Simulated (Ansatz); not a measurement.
An Ansatz (an electronic-structure program) run: Sb with a change (isotropic strain +2.83 %); Kohn–Sham DFT with the r2SCAN+rVV10 functional, run in Ansatz with PAW and 500 eV plane waves, without spin-orbit coupling.

Input:

Ansatz 0.2 input:
```yaml
crystal:
  lattice:
    - [2.2243424293, 1.2842247003, 3.886632874]
    - [-2.2243424293, 1.2842247003, 3.886632874]
    - [0, -2.5684494006, 3.886632874]
  atoms:
    - { symbol: Sb, position: [0.2333939353, 0.2333939353, 0.2333939353] }
    - { symbol: Sb, position: [0.7666060647, 0.7666060647, 0.7666060647] }
basis: { ecutwfc: 500, ecutrho_ratio: 4, xc_grid: 4, fft_grid_basis: typed }
kpoints: { mp_grid: { grid: [16, 16, 16] } }
hamiltonian:
  xc: r2scan
  dispersion: rvv10
  pseudopotentials: { kind: paw }
scf: { occupations: { method: fermi_dirac, width: 0.1 }, convergence: { dr2_threshold: 0.0000000002 } }
relax: { f_tol: 0.005, max_steps: 50 }
output: { forces: true, stress: true }
checkpoint: { write: state.ck, write_every: 1000 }
```

Output (explanatory and most iteration lines left out):

```
Relaxation: its limit of steps is 50 (relax.max_steps)
Pseudopotential: Sb, paw, valence charge 15
Crystal: 2 atoms, lattice volume = 66.614 Å³
Basis set: ecut = 500 eV, 1677 PW (Γ), exchange–correlation on 144×144×144 points (64 copies of the dense FFT grid, shifted against one another)
Bands: 19, of which v1, the nominal top of the filled ones, is band 15 counted from 1 (14 counted from 0)
Symmetry: 12 space group operations
Space group: R-3m (ITA 166), of the structure as read, at distance tolerance 4.1e-5 Å
k-points: 417 of 4096
Functional: x = r2scan, c = r2scan + rvv10(b = 11.95, C = 0.0093); τ floored in thin density (d = 2e-4 eV/Å³)
SCF iter   1: F=—  HF=-12994.267820 eV  |F-HF|=—  |Δ(HF+E_count)|=         —  Δρ=5.01e-3  dr2=8.78e-3  dr2_τ=1.25e-3  ethr=1.77e-3  ⟨swp⟩=6.1  Hψ=41033  notcnv=0
SCF iter   2: F=—  HF=-12994.273904 eV  |F-HF|=—  |Δ(HF+E_count)|=   6.08e-3  Δρ=2.83e-3  dr2=3.09e-3  dr2_τ=5.01e-5  ethr=2.93e-5  ⟨swp⟩=2.6  Hψ=16537  notcnv=0
SCF 1 converged in 9 iterations: F = -12994.274647 eV  dr2 = 5.51e-11
relax step   1: F+E_penalty+E_count = -12994.27464729 eV  Δ(F+E_penalty+E_count) = +0.000e0 eV  max|allowed force component| = 4.036e-1 eV/Å  Δτ_max = 0.0000 Å  (9 SCF iters, accepted)
Crystal: 2 atoms, lattice volume = 66.614 Å³
SCF iter   1: F=—  HF=-12994.150439 eV  |F-HF|=—  |Δ(HF+E_count)|=         —  Δρ=2.76e-3  dr2=3.18e-3  dr2_τ=1.44e-1  ethr=1.15e-5  ⟨swp⟩=2.0  Hψ=35977  notcnv=0
SCF iter   2: F=—  HF=-12994.286920 eV  |F-HF|=—  |Δ(HF+E_count)|=   1.36e-1  Δρ=2.61e-3  dr2=5.12e-3  dr2_τ=7.33e-5  ethr=1.06e-5  ⟨swp⟩=3.0  Hψ=17476  notcnv=0
SCF 2 converged in 10 iterations: F = -12994.286258 eV  dr2 = 7.11e-11
relax step   2: F+E_penalty+E_count = -12994.28625812 eV  Δ(F+E_penalty+E_count) = -1.161e-2 eV  max|allowed force component| = 2.683e-1 eV/Å  Δτ_max = 0.0697 Å  (10 SCF iters, accepted)
Crystal: 2 atoms, lattice volume = 66.614 Å³
SCF iter   1: F=—  HF=-12994.270277 eV  |F-HF|=—  |Δ(HF+E_count)|=         —  Δρ=1.30e-3  dr2=9.01e-4  dr2_τ=2.62e-2  ethr=1.91e-5  ⟨swp⟩=4.3  Hψ=28340  notcnv=0
SCF iter   2: F=—  HF=-12994.292977 eV  |F-HF|=—  |Δ(HF+E_count)|=   2.27e-2  Δρ=1.07e-3  dr2=8.50e-4  dr2_τ=1.19e-5  ethr=3.00e-6  ⟨swp⟩=3.2  Hψ=19723  notcnv=0
SCF 3 converged in 10 iterations: F = -12994.292907 eV  dr2 = 1.57e-11
relax step   3: F+E_penalty+E_count = -12994.29290663 eV  Δ(F+E_penalty+E_count) = -6.649e-3 eV  max|allowed force component| = 3.936e-2 eV/Å  Δτ_max = 0.0296 Å  (10 SCF iters, accepted)
Crystal: 2 atoms, lattice volume = 66.614 Å³
SCF iter   1: F=—  HF=-12994.292091 eV  |F-HF|=—  |Δ(HF+E_count)|=         —  Δρ=2.49e-4  dr2=3.15e-5  dr2_τ=1.03e-3  ethr=1.18e-6  ⟨swp⟩=3.8  Hψ=26415  notcnv=0
SCF iter   2: F=—  HF=-12994.293026 eV  |F-HF|=—  |Δ(HF+E_count)|=   9.36e-4  Δρ=2.15e-4  dr2=3.36e-5  dr2_τ=4.76e-7  ethr=1.05e-7  ⟨swp⟩=3.2  Hψ=18914  notcnv=0
SCF 4 converged in 9 iterations: F = -12994.293023 eV  dr2 = 7.34e-11
relax step   4: F+E_penalty+E_count = -12994.29302343 eV  Δ(F+E_penalty+E_count) = -1.168e-4 eV  max|allowed force component| = 1.967e-2 eV/Å  Δτ_max = 0.0059 Å  (9 SCF iters, accepted)
Crystal: 2 atoms, lattice volume = 66.614 Å³
SCF iter   1: F=—  HF=-12994.292962 eV  |F-HF|=—  |Δ(HF+E_count)|=         —  Δρ=8.20e-5  dr2=3.48e-6  dr2_τ=1.11e-4  ethr=1.12e-7  ⟨swp⟩=3.8  Hψ=26463  notcnv=0
SCF iter   2: F=—  HF=-12994.293062 eV  |F-HF|=—  |Δ(HF+E_count)|=   9.94e-5  Δρ=7.01e-5  dr2=3.60e-6  dr2_τ=5.07e-8  ethr=1.16e-8  ⟨swp⟩=3.3  Hψ=20044  notcnv=0
SCF 5 converged in 8 iterations: F = -12994.293062 eV  dr2 = 3.19e-11
relax step   5: F+E_penalty+E_count = -12994.29306163 eV  Δ(F+E_penalty+E_count) = -3.819e-5 eV  max|allowed force component| = 2.365e-4 eV/Å  Δτ_max = 0.0019 Å  (8 SCF iters, accepted)
Crystal: 2 atoms, lattice volume = 66.614 Å³
SCF iter   1: F=—  HF=-12994.293062 eV  |F-HF|=—  |Δ(HF+E_count)|=         —  Δρ=2.02e-7  dr2=3.19e-11  dr2_τ=5.99e-13  ethr=1.00e-12  ⟨swp⟩=1.9  Hψ=43797  notcnv=0
SCF iter   2: F=-12994.293062 eV  HF=-12994.293062 eV  |F-HF|=1.82e-12  |Δ(HF+E_count)|=  5.46e-12  Δρ=1.27e-7  dr2=1.28e-11  dr2_τ=1.10e-13  ethr=1.00e-12  ⟨swp⟩=4.0  Hψ=23130  notcnv=0
SCF 6 converged in 2 iterations: F = -12994.293062 eV  dr2 = 1.28e-11
SCF converged after 2 iterations
Free energy (F): -12994.293062 eV
Internal energy: -12994.285049 eV  (E = F + TS)
E sigma→0 (E₀):  -12994.289055 eV
Entropy (-TS):   -0.008013 eV (-4.006 meV/atom)
Fermi energy:    8.572438 eV
--- Forces (eV/Å), atoms counted from 1 ---
  atom   1  Sb     0.00000000    -0.00000000     0.00023636
  atom   2  Sb     0.00000000     0.00000000    -0.00023636
--- Stress (GPa, compression-positive) ---
       -3.538521       0.000000      -0.000000
       -0.000000      -3.538521      -0.000000
        0.000000      -0.000000      -1.836861
  P = ⅓ Tr σ = -2.9713 GPa (-29.713 kbar)
--- Relaxed structure (5 steps of the walk, 5 accepted, 0 SCFs on fresh bases) ---
  atoms:
    - { symbol: Sb, position: [0.22961662561537385, 0.22961662561537385, 0.22961662561537385] }
    - { symbol: Sb, position: [0.7703833743846262, 0.7703833743846262, 0.7703833743846262] }
```

With Sb present, leaving out spin-orbit coupling can change the band edges. No phonon test of stability was made. The cell was made from Sb in the A7 type structure (space group R-3m, No. 166; layered) by this change: isotropic strain +2.83 %.
